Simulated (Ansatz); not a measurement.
# Converging the plane-wave cutoff: AlGaN2 (P3m1, 4 atoms in the cell)

```yaml
crystal:
  lattice:
    - [3.12955, 0.00000, 0.00000]
    - [-1.56478, 2.71027, 0.00000]
    - [0.00000, 0.00000, 5.07141]
  atoms:
    - { symbol: Al, position: [0.00000, 0.00000, 0.00912] }
    - { symbol: Ga, position: [0.66667, 0.33333, 0.49717] }
    - { symbol: N, position: [0.66667, 0.33333, 0.11180] }
    - { symbol: N, position: [0.00000, 0.00000, 0.62816] }
```

Computed with LDA (PW92), default PAW files made with PBE (plane waves; Ansatz, an electronic-structure program).

Base settings: basis.ecutwfc = 420 eV; kpoints.mp_grid.grid = 9 9 5; hamiltonian.xc = lda; hamiltonian.pseudopotentials = {kind: paw} (the program's default PAW files); scf.occupations.method = fixed.

The second cell is the first with its lattice scaled by 0.98.

The mesh stays at the base's, so the ladder's end is converged at best in this setting alone.

The first pressure column holds Ansatz's estimate of the finite-basis (Pulay) stress, which hides part of the cutoff error; the other is without it.

Only quantities that move along the ladder and can be compared are tabulated.

The count of work is k-points × plane waves × bands × iterations; it is no time. 

The starting cell comes from a database of computed structures (which also holds hypothetical and non-ambient phases and stackings), without a prior relaxation at this level. Its lattice was rescaled by up to half a per cent. One atom was moved a little off its site on purpose.

```tsv
basis.ecutwfc	free energy less the last step's (meV/atom)	energy of the compressed cell less the first (meV/atom)	pressure (GPa)	pressure without the Pulay estimate (GPa)	largest difference of a force vector from the last step's (eV/Å)	count of work / last
145 eV	16311.00	78.77	4.86	-571.64	0.812	0.065
170 eV	8771.89	45.33	8.74	-361.08	0.882	0.095
190 eV	5218.74	117.75	11.75	-250.26	0.497	0.091
210 eV	3053.73	33.58	10.64	-170.09	0.319	0.13
230 eV	1697.32	61.21	7.20	-109.45	0.598	0.13
250 eV	905.82	50.65	5.94	-66.98	0.495	0.14
295 eV	210.55	21.51	-1.73	-20.91	0.048	0.19
335 eV	64.45	15.58	-2.63	-8.75	0.015	0.19
380 eV	17.11	16.82	-2.21	-4.24	0.004	0.22
420 eV	4.40	17.35	-2.09	-2.75	0.002	0.26
460 eV	1.12	17.33	-2.09	-2.24	0.001	0.31
505 eV	0.51	17.33	-2.09	-2.11	0.000	0.35
565 eV	0.40	17.31	-2.10	-2.11	0.000	0.42
630 eV	0.28	17.29	-2.10	-2.11	0.000	0.49
735 eV	0.18	17.28	-2.10	-2.11	0.000	0.62
840 eV	0.10	17.27	-2.11	-2.11	0.000	0.75
1010 eV	0.00	17.26	-2.11	-2.11	0.000	1.0
```

Coarsest basis.ecutwfc that holds the pressure within 0.05 GPa of the last step, with all finer ones: 420 eV, at 0.26 of the last step's count of work; the step before is off by 0.11 GPa.

Coarsest basis.ecutwfc that holds the forces within 0.005 eV/Å of the last step, with all finer ones: 380 eV, at 0.22 of the last step's count of work; the step before is off by 0.015 eV/Å.

Coarsest basis.ecutwfc that holds the free energy within 2 meV/atom of the last step, with all finer ones: 460 eV, at 0.31 of the last step's count of work; the step before is off by 4.4 meV/atom.

The energy difference between the two cells stays within 1 meV/atom of the last step's from 380 eV on, the total only from 505 eV on: much of the error is common to both cells and cancels.

At the lowest cutoff the pressure without the Pulay estimate lies 570 GPa under the last step's, the usual sign of Pulay stress in an incomplete plane-wave basis.

Keys are those of Ansatz 0.2.
